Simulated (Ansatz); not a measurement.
## CdSe: response to strain

Start from CdSe in the wurtzite structure (space group P6_3mc, No. 186; a = 4.340 Å, c = 7.078 Å). Axes: x lies along a and z along c of the hexagonal cell.

Strains are applied to the cell and any free atomic positions relax; under biaxial strain the out-of-plane vector relaxes too.

Level of theory: r2SCAN in Ansatz (plane waves to 500 eV, PAW, no spin-orbit coupling), earlier PAW set.

Candidates:
(a) biaxial strain −0.20 %, plane normal [001], relaxed out of plane
(b) biaxial strain −2.94 %, plane normal [001], relaxed out of plane
(c) isotropic strain +3.81 %
(d) isotropic strain −2.38 %

Before the change:

The band gap is 1.10 eV.

Question: Order them by band gap, lowest first.

Answer: (c) isotropic strain +3.81 % (0.83 eV), (b) biaxial strain −2.94 %, plane normal [001], relaxed out of plane (1.01 eV), (a) biaxial strain −0.20 %, plane normal [001], relaxed out of plane (1.10 eV), (d) isotropic strain −2.38 % (1.27 eV)

Semilocal Kohn–Sham gaps tend to fall short of experiment. Whether these cells are dynamically stable was not tested.

Ansatz is an electronic-structure program.
